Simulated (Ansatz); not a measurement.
## A computed series for Mo: response to strain

Base system: Mo in the bcc (W type) structure (space group Im-3m, No. 229; a = 3.151 Å). Axes: x, y, z lie along the cube axes.

Strains are applied to the cell and any free atomic positions relax; under biaxial strain the out-of-plane vector relaxes too.

Calculations: Kohn–Sham DFT with the r2SCAN functional, run in Ansatz (a first-principles code) with PAW and 500 eV plane waves, scalar-relativistic without spin-orbit coupling.

Candidates:
(a) isotropic strain −5.29 %
(b) uniaxial strain ε_zz = −0.75 %
(c) biaxial strain −1.76 %, plane normal [111], relaxed out of plane

Notes on the quantities. energy relative to the base: free energy F.

**Question.** Order them by energy relative to the base, highest first.

**Answer.** (a) isotropic strain −5.29 % (+0.397 eV/atom), (c) biaxial strain −1.76 %, plane normal [111], relaxed out of plane (+12 meV/atom), (b) uniaxial strain ε_zz = −0.75 % (+1.3 meV/atom)

Without a gap, meshes like the base's 21×21×21 leave anisotropic stresses uncertain by several tenths of a GPa, and small strain energies with them. Whether these cells are dynamically stable was not tested. The final runs are not spin-polarised.
